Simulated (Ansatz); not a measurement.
**HfN, response to strain**

Base system: HfN in the rock salt structure (space group Fm-3m, No. 225; a = 4.5257 Å; relaxed with 0.1 eV smearing). Axes: x, y, z lie along the cube axes.

Strains are applied to the cell and any free atomic positions relax.

All numbers come from plane-wave PAW DFT at the r2SCAN level (Ansatz, an electronic-structure program, 500 eV), scalar-relativistic without spin-orbit coupling.

Notes on the quantities. energy relative to the base: free energy F; pressure: mean of the normal stresses, compression positive.

```csv
case,energy relative to the base,pressure,volume per atom
base,0 meV/atom,0.0 GPa,11.59 Å³
uniaxial strain ε_zz = +0.50 %,+0.5 meV/atom,-1.4 GPa,11.64 Å³
uniaxial strain ε_zz = +1.00 %,+2.1 meV/atom,-2.7 GPa,11.70 Å³
uniaxial strain ε_zz = +1.50 %,___,___,11.76 Å³
uniaxial strain ε_zz = +2.00 %,+8.1 meV/atom,-5.1 GPa,11.82 Å³
uniaxial strain ε_zz = +2.50 %,+12 meV/atom,-6.2 GPa,11.88 Å³
uniaxial strain ε_zz = +3.00 %,+18 meV/atom,-7.3 GPa,11.93 Å³
```

What belongs in the blanks?


- uniaxial strain ε_zz = +1.50 %, energy relative to the base: +4.7 meV/atom
- uniaxial strain ε_zz = +1.50 %, pressure: -3.9 GPa

No phonon test of stability was made. The final runs are not spin-polarised. An odd electron count without spin: HfN.
